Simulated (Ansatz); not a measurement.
Start from BAs in the zinc blende structure (space group F-43m, No. 216; a = 4.732 Å). Axes: x, y, z lie along the cube axes.

Calculations: LDA, PAW, 420 eV (Ansatz, an electronic-structure program; without spin-orbit coupling).

Before the change:

* **Valence-band top at Γ**: 0.00, 0.00, 0.00 eV
* **Band gap**: 1.11 eV
* **Pressure**: 0.00 GPa

Modification: tensile biaxial strain of 1.00 % in the plane normal to [001], as in epitaxy on a mismatched substrate; the out-of-plane cell vector and the atoms relax.

### Question
What does the calculation give for the valence-band top at Γ, band gap and pressure after the change?

### Answer
The valence-band top at Γ (three highest levels, from the VBM) becomes 0.00, -0.15, -0.15 eV (base: 0.00, 0.00, 0.00 eV); the band gap falls by 0.22 eV, from 1.11 eV to 0.89 eV; the pressure (mean of the normal stresses, compression positive) goes from zero to -2.09 GPa.

No phonon test of stability was made.
